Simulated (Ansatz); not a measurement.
Consider Ba₂TiO₄ (space group P4/mmm, No. 123; a = 3.9277 Å, c = 8.5441 Å; a cell from a computed database, its experimental status unchecked).

Modification: a free-standing slab of 1 layer (7 atoms, 7 a layer) is cut normal to the stacking axis, with 15 Å of vacuum and the in-plane cell relaxed.

Levels (all Ansatz, a program for electronic structure, PAW): r2SCAN+rVV10 (500 eV, no SOC); HSE06 (420 eV, scalar-relativistic without spin-orbit coupling).

The geometry is relaxed with r2SCAN+rVV10.

r2SCAN+rVV10 band gap: 2.41 eV

Problem. Predict the band gap from HSE06.

Solution. The band gap goes up by 0.963 eV to 3.38 eV.

Single points use the geometry relaxed with r2SCAN+rVV10. HSE06 was sampled on its mesh, a few special points and the semilocal edge points, so its gap is an upper bound. No phonon test of stability was made. All final runs are without spin polarisation.
